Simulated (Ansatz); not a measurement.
System: Al₂Cu (I4/mcm, No. 140). Method: revPBE in Ansatz (plane waves, PAW).

Output (set-up and result lines):

```
Crystal: 6 atoms, lattice volume = 91.056 Å³
Basis set: ecut = 520 eV, 2461 PW (Γ), exchange–correlation on 80×80×80 points (8 copies of the dense FFT grid, shifted against one another)
Bands: 31, of which v1, the nominal top of the filled ones, is band 25 counted from 1 (24 counted from 0)
Symmetry: 16 space group operations
Space group: I4/mcm (ITA 140), of the structure as read, at distance tolerance 4.5e-5 Å
k-points: 244 of 2744
Functional: x = revpbe(κ = 1.245, μ = 0.2195149727645171), c = pbe(β = 0.06672455060314922)
SCF iter   1: F=—  HF=-15417.185931 eV  |F-HF|=—  |Δ(HF+E_count)|=         —  Δρ=7.98e-3  dr2=4.17e-2
SCF iter   2: F=—  HF=-15417.182506 eV  |F-HF|=—  |Δ(HF+E_count)|=   3.42e-3  Δρ=1.25e-3  dr2=1.50e-3
  ...
SCF iter   7: F=—  HF=-15417.181483 eV  |F-HF|=—  |Δ(HF+E_count)|=   2.45e-6  Δρ=3.98e-6  dr2=1.28e-8
SCF iter   8: F=-15417.181483 eV  HF=-15417.181483 eV  |F-HF|=4.00e-10  |Δ(HF+E_count)|=   3.06e-9  Δρ=8.19e-7  dr2=5.44e-10
SCF 1 converged in 8 iterations: F = -15417.181483 eV  dr2 = 5.44e-10
SCF converged after 8 iterations
Free energy (F): -15417.181483 eV
Internal energy: -15417.164477 eV  (E = F + TS)
E sigma→0 (E₀):  -15417.172980 eV
Fermi energy:    10.189698 eV
--- Forces (eV/Å), atoms counted from 1 ---
  atom   1  Al    -0.00030551    -0.00030551     0.00000000
  atom   2  Al     0.00030551    -0.00030551     0.00000000
  atom   3  Al    -0.00030551     0.00030551     0.00000000
  atom   4  Al     0.00030551     0.00030551     0.00000000
  atom   5  Cu     0.00000000    -0.00000000     0.00000000
  atom   6  Cu     0.00000000     0.00000000     0.00000000
--- Stress (GPa, compression-positive) ---
        0.004544       0.000000       0.000000
        0.000000       0.004544       0.000000
        0.000000       0.000000      -0.000892
  P = ⅓ Tr σ = 0.0027 GPa (0.027 kbar)
```

Question: Write an input file that could have produced this run (the log leaves some choices open).

Answer: One answer among several that fit: 
Ansatz 0.2 input:
```yaml
crystal:
  lattice:
    - [-3.0465488187, 3.0465488187, 2.4526209655]
    - [3.0465488187, -3.0465488187, 2.4526209655]
    - [3.0465488187, 3.0465488187, -2.4526209655]
  atoms:
    - { symbol: Al, position: [0.6583055568, 0.1583055568, 0.8166111135] }
    - { symbol: Al, position: [0.1583055568, 0.3416944432, 0.5] }
    - { symbol: Al, position: [0.8416944432, 0.6583055568, 0.5] }
    - { symbol: Al, position: [0.3416944432, 0.8416944432, 0.1833888865] }
    - { symbol: Cu, position: [0.75, 0.75, 0.0] }
    - { symbol: Cu, position: [0.25, 0.25, 0.0] }
basis:
  ecutwfc: 520
  ecutrho_ratio: 4
  xc_grid: 2
kpoints:
  mp_grid: { grid: [14, 14, 14] }
hamiltonian:
  xc: revpbe
  dispersion: none
  pseudopotentials: { kind: paw }
scf:
  occupations: { method: fermi_dirac, width: 0.05 }
  convergence: { dr2_threshold: 0.0000000006 }
output:
  forces: true
  stress: true
  eigenvalues: true
```

The PAW data were made under PBE.

Computing time: very roughly 60 core-seconds.

Ansatz is a program for electronic structure.
